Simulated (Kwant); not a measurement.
Kwant, Hückel tight-binding model, one pz orbital an atom, one spin, coherent transport at 0 K. Conductance is in e²/h.

System: π system c1ccc2c(c1)sc1ccccc12 between two chain leads. The π system is taken as planar. Atoms are numbered from 0 in the order of the SMILES. Site energies (eV, carbon 0): [0.0, 0.0, 0.0, 0.0, 0.0, 0.0, -2.97, 0.0, 0.0, 0.0, 0.0, 0.0, 0.0]. Bonds (i, j, β in eV): (0,1,-2.7) (1,2,-2.7) (2,3,-2.7) (3,4,-2.7) (4,5,-2.7) (4,6,-1.89) (6,7,-1.89) (7,8,-2.7) (8,9,-2.7) (9,10,-2.7) (10,11,-2.7) (11,12,-2.7) (5,0,-2.7) (12,7,-2.7) (12,3,-2.7). Leads: chains of hopping −4.1 eV, joined by −0.54 eV to atoms 1 and 2.

Site energies and bond integrals are typed Hückel values.

Sweep values stay those of the base run.

One input was changed, with this effect: transmission at E = 0 0.00083 → 0.00057.

Problem. Which change was it?
A. contacts moved from atoms [1, 2] to [0, 2]
B. contacts moved from atoms [1, 2] to [1, 5]
C. contacts moved from atoms [1, 2] to [0, 8]
D. contacts moved from atoms [1, 2] to [2, 5]
E. contacts moved from atoms [1, 2] to [0, 1]
F. contacts moved from atoms [1, 2] to [1, 10]

Solution. E, contacts moved from atoms [1, 2] to [0, 1]
